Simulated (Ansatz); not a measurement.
# C vacancy + N on the C site + N on the C site + N on the C site + N on the C site in diamond

All values below come from PBE, PAW (plane waves to 420 eV; Ansatz, a first-principles code). A supercell of 64 sites (2×2×2 repeats of a cell of 8 atoms) was used; the energies come from a 2×2×2 shifted sampling of its zone. Sites at the start: the C site; C 1.55 Å away; C 1.55 Å away; C 1.55 Å away; C 1.55 Å away. Charged cells carry a point-charge image correction with potential alignment at far atoms. Dielectric constants: PBE linear response of the host. Host gap at this level: 4.13 eV. A cell of this size leaves errors of a few tenths of an eV. Levels are measured in PBE's own, too narrow, gap. Spin–orbit coupling is left out. Each state is the lowest found from its start.

Formation energies E_f are given with the Fermi level at the valence-band maximum. Chemical conditions: host crystal and elements as references (Δμ(C) = 0.14 eV, Δμ(N) = 0.00 eV; N taken from its element, since no compound that bounds it was computed at this level; only phases computed here count, gases as isolated molecules at 0 K). Reference phases: C: graphite, N: N2 molecule in a box.

The name describes the start; the neighbours show where the atoms ended.

Charges with a result: +1, 0. Others weren't obtained, and one of them could lie lower, also by skipping a charge.

| charge | moment (μB) | point group | largest move off a lattice site (Å) | neighbours of the last N atom of the defect at the end (Å) | image correction with alignment (eV) | E_f, host crystal and elements as references (eV) | above the lowest spin state (eV) |
|---|---|---|---|---|---|---|---|
| +1† | 1.0 | – | 0.13 | C 1.48, C 1.48, C 1.48 | -0.02 | – | 0.00 |
| +1† | 1.0 | – | 0.13 | C 1.48, C 1.48, C 1.48 | -0.02 | – | 0.00 |
| 0 | not spin-polarised | Td | 0.12 | C 1.48, C 1.48, C 1.48 | 0.00 | 4.46 | 0.00 |
| 0 | 0.0 | Td | 0.12 | C 1.48, C 1.48, C 1.48 | 0.00 | 4.46 | 0.00 |

† Not settled in this cell, so no level is given: charge +1: a level filled in part, a large or scattered potential alignment, level within 0.1 eV of a band edge or past it.

Point groups are those of the whole cell at tolerances of 0.03 and 0.1 Å ("near" where only the looser one holds); none is given for unsettled states.

Starting moments that weren't kept: charge +1 began with 3 μB and ended with 1.0; charge 0 began with 2 μB and ended with 0.0.

Flagged in the runs: a doubtful potential alignment.

All states together cost very roughly 26 core-minutes.
